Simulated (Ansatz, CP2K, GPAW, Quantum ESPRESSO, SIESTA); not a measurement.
## One structure in several programs: TiFeH2 (Pmc2_1, 8 atoms in the cell)

Self-consistent single point.

```
CELL_PARAMETERS angstrom
      2.80811     0.00000     0.00000
      0.00000     4.73793     0.00000
      0.00000     0.00000     4.55451
ATOMIC_POSITIONS crystal
  Ti 0.50000 0.29982 0.28994
  Ti 0.50000 0.70018 0.78994
  Fe 0.00000 0.18703 0.78968
  Fe 0.00000 0.81297 0.28968
  H  0.50000 0.93246 0.44952
  H  0.50000 0.06754 0.94952
  H  0.00000 0.47856 0.55285
  H  0.00000 0.52144 0.05285
```

Shared settings, as Ansatz (an electronic-structure program) writes them: kpoints.mp_grid.grid = 8 5 5; scf.occupations.method = gaussian; scf.occupations.width = 0.1 eV. Potentials and cutoffs stand in the table.

```tsv
code	model	pressure (GPa)	largest force (eV/Å)	cutoff
GPAW	PBEsol, GPAW PAW datasets PBEsol (made by gpaw-setup)	-5.35	0.083	850 eV
Quantum ESPRESSO	PBEsol, GBRV 1.5 ultrasoft (PBESOL) pseudopotentials	-6.90	0.106	50 Ry
CP2K	PBEsol, GPW, DZVP-MOLOPT-SR-GTH basis, GTH-PBE potentials (GTH_POTENTIALS)	-6.92	0.118	grid 600 Ry
SIESTA	GGA PBEsol, numerical atomic orbitals DZP, PseudoDojo PBEsol standard norm-conserving potentials (rewritten from UPF to PSML)	-9.13	0.108	grid 300 Ry
Ansatz	PBEsol, PAW files made with PBE	-6.99	0.106	420 eV
```

Size of the force on each atom (eV/Å): Sizes of forces hide their directions.

```json
[
 {"code": "GPAW", "Ti1": "0.048", "Ti2": "0.048", "Fe3": "0.027", "Fe4": "0.027", "H5": "0.057", "H6": "0.057", "H7": "0.083", "H8": "0.083"},
 {"code": "Quantum ESPRESSO", "Ti1": "0.071", "Ti2": "0.071", "Fe3": "0.012", "Fe4": "0.012", "H5": "0.106", "H6": "0.106", "H7": "0.061", "H8": "0.061"},
 {"code": "CP2K", "Ti1": "0.089", "Ti2": "0.089", "Fe3": "0.035", "Fe4": "0.035", "H5": "0.118", "H6": "0.118", "H7": "0.050", "H8": "0.050"},
 {"code": "SIESTA", "Ti1": "0.040", "Ti2": "0.040", "Fe3": "0.063", "Fe4": "0.063", "H5": "0.108", "H6": "0.108", "H7": "0.064", "H8": "0.064"},
 {"code": "Ansatz", "Ti1": "0.069", "Ti2": "0.069", "Fe3": "0.011", "Fe4": "0.011", "H5": "0.106", "H6": "0.106", "H7": "0.058", "H8": "0.058"}
]
```

On Ansatz's run: spin polarisation is off.

The spread over the programs that give each value: pressure within 3.78 GPa; largest force within 0.035 eV/Å.

CP2K and SIESTA use small atom-centred bases, whose incompleteness enters pressures, forces and empty levels differently from a plane-wave cutoff. Ansatz's pressure is given at a fixed set of plane waves, as the other plane-wave codes print theirs; with its correction for the finite basis it is -6.81 GPa. In the pressure, GPAW (by 1.56) and SIESTA (by 2.22) lie more than 1 GPa from the median of the plane-wave programs.

The starting cell comes from a database of computed structures (which also holds hypothetical and non-ambient phases and stackings), without a prior relaxation at this level. Its lattice was rescaled by a random factor within 2.5 % of one.

Keys are those of Ansatz 0.2.
